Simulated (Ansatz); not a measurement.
GaAl₃As₄ (model structure, P-4m2, No. 115, 8 atoms in the cell) was calculated with LDA (Ansatz, a program for electronic structure, plane waves, PAW).

Run with plane-wave cutoff 520 eV, 8×8×4 k mesh (along the axes of the cell as run), Fermi–Dirac smearing 0.01 eV, scalar-relativistic PAW data made under PBE.

Cell (relaxed at this level):

```cif
data_Al3As4Ga
_chemical_formula_sum 'Ga1 As4 Al3'
_space_group_name_H-M_alt 'P-4m2'
_space_group_IT_number 115
_space_group_name_Hall 'P -4 -2'
_cell_length_a 3.97727
_cell_length_b 3.97727
_cell_length_c 11.23927
_cell_angle_alpha 90.000
_cell_angle_beta 90.000
_cell_angle_gamma 90.000
loop_
_atom_site_label
_atom_site_type_symbol
_atom_site_symmetry_multiplicity
_atom_site_Wyckoff_symbol
_atom_site_fract_x
_atom_site_fract_y
_atom_site_fract_z
_atom_site_occupancy
Ga1 Ga 1 a 0.00000 0.00000 0.00000 1
As1 As 2 g 0.50000 0.00000 0.12459 1
Al1 Al 2 f 0.50000 0.50000 0.24945 1
As2 As 2 g 0.00000 0.50000 0.37469 1
Al2 Al 1 d 0.00000 0.00000 0.50000 1
```

Question: Predict the band gap and smallest direct gap on the k points sampled.

Answer: 
- band gap: 1.31 eV
- smallest direct gap on the k points sampled: 1.32 eV

Note: the relaxation could raise the start's symmetry but not lower it, so the cell can be a saddle point.

Spin–orbit coupling is not included.

The computed numbers hold no vibrational or temperature effects.

A model structure was made by putting elements into a prototype or built by hand; it is no filed structure, need not be a known phase, and can be a saddle point held by its symmetry.
